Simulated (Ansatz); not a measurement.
# NbAs (model structure, started from the CsCl type, Pm-3m, No. 221, 2 atoms in the cell)

Method: LDA in Ansatz (plane waves, PAW).

Numerical settings: plane-wave cutoff 520 eV, 18×18×18 k mesh, Fermi–Dirac smearing 0.05 eV, no spin polarisation, scalar-relativistic PAW data made under PBE.

Cell (relaxed at this level):

```yaml
crystal:
  lattice:
    - [3.16060, 0.00000, 0.00000]
    - [0.00000, 3.16060, 0.00000]
    - [0.00000, 0.00000, 3.16060]
  atoms:
    - { symbol: Nb, position: [0.00000, 0.00000, 0.00000] }
    - { symbol: As, position: [0.50000, 0.50000, 0.50000] }
```

```yaml
bulk_modulus: 192 GPa
```

Note: the run has no spin polarisation, so it can have missed a magnetic state; the bulk modulus is −V dP/dV from two relaxed cells at ±2 % in volume; the relaxation could raise the start's symmetry but not lower it, so the cell can be a saddle point.

A model structure was made by putting elements into a prototype or built by hand; it is no filed structure, need not be a known phase, and can be a saddle point held by its symmetry.

Ansatz is an electronic-structure program.
